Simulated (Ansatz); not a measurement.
We look at the energy of the reaction as written. Reaction: 1/4 cell B + 3/4 H2O (gas) → cell A + 3/8 H2 (gas). Negative: the products are lower in energy.

Cell A: a slab of W (bcc, Im-3m) cut along (110), 7 atoms, oblique cell of 3.18 × 2.76 Å (7.2 Å²), symmetry P1 within 0.02 Å, 11.0 Å thick under 16 Å of vacuum, in-plane vectors held at the crystal's; planes from bottom to top: W × 5 | O | H, its two faces unlike (dipole correction applied); added, foreign or displaced atoms, above the top plane: OH bound through O to 2 W at 2.17 Å; spin state with PBE: run without spin, k-point mesh 18×20×1.
```xyz
7
Lattice="3.1837 0.0000 0.0000 1.5919 2.2512 0.0000 0.0000 0.0000 27.3167" Properties=species:S:1:pos:R:3 pbc="T T T"
W     -0.2320    -0.2472     8.0795
W      1.3595    -0.2473    10.2535
W     -0.2315    -0.2463    12.5135
W      1.3583    -0.2431    14.7611
W     -0.2305    -0.2321    16.9731
O      2.1343     0.8759    18.6438
H      2.7634     1.4657    19.1153
```

Cell B: a slab of W (bcc, Im-3m) cut along (110), 22 atoms, oblique cell of 6.37 × 5.51 Å (28.7 Å²), symmetry P1 within 0.02 Å, 11.1 Å thick under 16 Å of vacuum, in-plane vectors held at the crystal's; planes from bottom to top: W4 × 5 | O | H, its two faces unlike (dipole correction applied); added, foreign or displaced atoms, above the top plane: OH bound through O to 2 W at 2.15 Å; spin state with PBE: run without spin, k-point mesh 9×10×1.
```
CELL_PARAMETERS angstrom
      6.36741     0.00000     0.00000
      3.18370     4.50244     0.00000
      0.00000     0.00000    27.31674
ATOMIC_POSITIONS crystal
  W  0.99685 0.98312 0.29542
  W  0.49672 0.98329 0.29548
  W  0.99692 0.48349 0.29553
  W  0.49700 0.48337 0.29541
  W  0.74685 0.48312 0.37495
  W  0.24657 0.48338 0.37493
  W  0.74684 0.98368 0.37498
  W  0.24723 0.98299 0.37496
  W  0.99624 0.98380 0.45767
  W  0.49655 0.98316 0.45751
  W  0.99733 0.48345 0.45743
  W  0.49745 0.48272 0.45771
  W  0.74471 0.48830 0.54008
  W  0.24750 0.48004 0.54025
  W  0.74923 0.97834 0.54036
  W  0.24539 0.98769 0.54024
  W  0.99371 0.97861 0.61810
  W  0.49558 0.97803 0.62290
  W  0.99341 0.49058 0.62280
  W  0.50026 0.48957 0.61724
  O  0.24426 0.23097 0.68277
  H  0.28544 0.34829 0.70173
```

Reference: an isolated H2 molecule (singlet) in a box of 11 × 11 × 13 Å.

Reference: an isolated H2O molecule (singlet) in a box of 11 × 13 × 13 Å.

Computed with Ansatz (plane waves, PAW), its default PAW set, cutoff 420 eV, 500 eV for r2SCAN. The structures are at rest with PBE, within the held lattices; other levels are single points on them. Neutral cells; Fermi-Dirac smearing of at most 0.10 eV in the solids, energies taken to zero width. The lattices are those relaxed with PBE, so at other levels the solids can be strained, which adds to the spread. Larger cells are relaxed from a start prepared with the learned potential CHGNet till forces fall under 0.03 eV/Å, which some starts already meet. A dispersion term (D3(BJ), or D4 for r2SCAN) was computed beside these levels and is taken off wherever the name lacks it. The PAW files were made for PBE and serve at the other functionals too. Space groups of crystals are read within 0.01 Å. Static lattices, no vibrational contributions. Cells are local rest points, mostly with their start's symmetry. Spin-orbit coupling is left out. No Hubbard U is applied. No correction for cell size.

**Question.** Give the value at the level r2SCAN.

**Answer.** -0.89 eV, for 1/4 cell B + 3/4 H2O (gas) → cell A + 3/8 H2 (gas).

**Question.** List the value at the remaining levels and say how far they part.

**Answer.** 
```tsv
Functional	value (eV)	less r2SCAN
PBE	-0.68	0.21
```

The levels shown span 0.21 eV, from r2SCAN (-0.89) to PBE (-0.68).

Ansatz is an electronic-structure program.
